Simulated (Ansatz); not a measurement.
Input and output of a self-consistent single point for BaMg₆Zn (P1, 8 atoms in the cell) (Ansatz, an electronic-structure program).

Method: PBEsol, PAW files made with PBE (plane waves; Ansatz).

The change in words: atoms moved at random. Reference geometry:
```xyz
8
Lattice="5.0732 0.0000 0.0000 0.0000 3.5100 6.0539 0.0000 -3.5100 6.0539" Properties=species:S:1:pos:R:3 pbc="T T T"
Ba     2.5366     0.0000     8.1494
Mg     0.0000    -1.9762     6.8666
Mg     0.0000     1.9762     6.8666
Mg     0.0000     0.0000     4.0320
Mg     2.5366    -1.8411     5.0889
Mg     2.5366     1.8411     5.0889
Mg     2.5366     0.0000     1.9584
Zn     0.0000     0.0000    10.3804
```

Reference input (self-consistent single point, DFT, PBEsol, plane waves, PAW files made with PBE): basis.ecutwfc = 420 eV; kpoints.mp_grid.grid = 4 3 3; hamiltonian.xc = pbesol; hamiltonian.pseudopotentials = {kind: paw} (the program's default PAW files); scf.occupations.method = gaussian; scf.occupations.width = 0.136 eV. This run's input differs from it in these lines:

Ansatz 0.2 input:
```diff
@@ -6,10 +6,10 @@
   atoms:
-    - { symbol: Ba, position_ang: [2.536600, 0.000000, 8.149404] }
-    - { symbol: Mg, position_ang: [0.000000, -1.976214, 6.866581] }
-    - { symbol: Mg, position_ang: [0.000000, 1.976214, 6.866581] }
-    - { symbol: Mg, position_ang: [0.000000, -0.000000, 4.032022] }
-    - { symbol: Mg, position_ang: [2.536600, -1.841078, 5.088913] }
-    - { symbol: Mg, position_ang: [2.536600, 1.841078, 5.088913] }
-    - { symbol: Mg, position_ang: [2.536600, -0.000000, 1.958438] }
-    - { symbol: Zn, position_ang: [0.000000, 0.000000, 10.380389] }
+    - { symbol: Ba, position_ang: [2.515252, -0.004124, 8.152243] }
+    - { symbol: Mg, position_ang: [0.027319, -1.984305, 6.837468] }
+    - { symbol: Mg, position_ang: [-0.037247, 1.959879, 6.888169] }
+    - { symbol: Mg, position_ang: [-0.012034, -0.002699, 4.046279] }
+    - { symbol: Mg, position_ang: [2.499566, -1.829994, 5.098054] }
+    - { symbol: Mg, position_ang: [2.605910, 1.866414, 5.090026] }
+    - { symbol: Mg, position_ang: [2.538350, -0.008006, 1.932824] }
+    - { symbol: Zn, position_ang: [0.009284, 0.002840, 10.386170] }
 basis:
```

The program printed (abridged):

```
SCF iter   1: F=—  HF=-20618.019925 eV  |F-HF|=—  |Δ(HF+E_count)|=         —  Δρ=5.58e-2  dr2=1.36e1  ethr=3.10e-3  ⟨swp⟩=10.9  Hψ=4513  notcnv=0
all-band conjugate gradients solve this SCF's bands
preconditioner: auto → Kerker (q_TF=auto, 2.322 Å⁻¹)
SCF iter   2: F=—  HF=-20616.132823 eV  |F-HF|=—  |Δ(HF+E_count)|=    1.89e0  Δρ=2.56e-2  dr2=3.24e0  ethr=3.10e-3  ⟨swp⟩=3.0  Hψ=1854  notcnv=0  defer=42
   [... lines left out ...]
SCF iter   7: F=—  HF=-20615.176253 eV  |F-HF|=—  |Δ(HF+E_count)|=   1.10e-4  Δρ=2.57e-4  dr2=1.27e-4  ethr=1.30e-6  ⟨swp⟩=2.0  Hψ=1201  notcnv=0  defer=36
SCF iter   8: F=—  HF=-20615.176214 eV  |F-HF|=—  |Δ(HF+E_count)|=   3.96e-5  Δρ=5.39e-5  dr2=7.61e-6  ethr=1.55e-7  ⟨swp⟩=2.0  Hψ=1157  notcnv=0  defer=36
SCF iter   9: F=—  HF=-20615.176272 eV  |F-HF|=—  |Δ(HF+E_count)|=   5.77e-5  Δρ=1.74e-5  dr2=9.24e-7  ethr=9.28e-9  ⟨swp⟩=2.0  Hψ=1698  notcnv=0  defer=36
SCF iter  10: F=-20615.176271 eV  HF=-20615.176271 eV  |F-HF|=3.18e-8  |Δ(HF+E_count)|=   2.95e-7  Δρ=3.54e-6  dr2=4.71e-8  ethr=1.22e-10  ⟨swp⟩=11.8  Hψ=5285  notcnv=0
SCF 1 converged in 10 iterations: F = -20615.176271 eV  dr2 = 4.71e-8
Free energy (F): -20615.176271 eV
Internal energy: -20615.116100 eV  (E = F + TS)
E sigma→0 (E₀):  -20615.146186 eV
Entropy (-TS):   -0.060172 eV (-7.521 meV/atom)
Fermi energy:    5.747426 eV
--- Forces (eV/Å), atoms counted from 1 ---
  atom   1  Ba     0.07082433    -0.01334107     0.10633095
  atom   2  Mg    -0.16320656     0.01411584     0.00972932
  atom   3  Mg     0.17881609     0.01096191    -0.06123114
  atom   4  Mg     0.03882707     0.01274460    -0.05980713
  atom   5  Mg     0.11597701    -0.04048442    -0.05805735
  atom   6  Mg    -0.19495162     0.00480039     0.02239688
  atom   7  Mg    -0.02114715     0.02258726     0.02172417
  atom   8  Zn    -0.02513739    -0.01138490     0.01890119
--- Stress (GPa, compression-positive) ---
       -1.494880       0.017461       0.042083
        0.017461      -0.724727      -0.008375
        0.042083      -0.008375      -0.855890
  P = ⅓ Tr σ = -1.0252 GPa (-10.252 kbar)
  The stress holds the Pulay correction. Without it, at fixed plane waves, as pw.x and ABINIT print it: P = -1.0376 GPa
```

The run converged in 10 iterations. Against the reference run the free energy goes up by 2.1 meV/atom, the pressure moves little (-1.08 to -1.03 GPa) and the largest force goes from 0.107 to 0.196 eV/Å.

The starting cell comes from a database of computed structures (which also holds hypothetical and non-ambient phases and stackings), without a prior relaxation at this level. For this run, on top of that: atoms moved at random. Ansatz's pressure includes its estimate of the finite-basis (Pulay) stress.
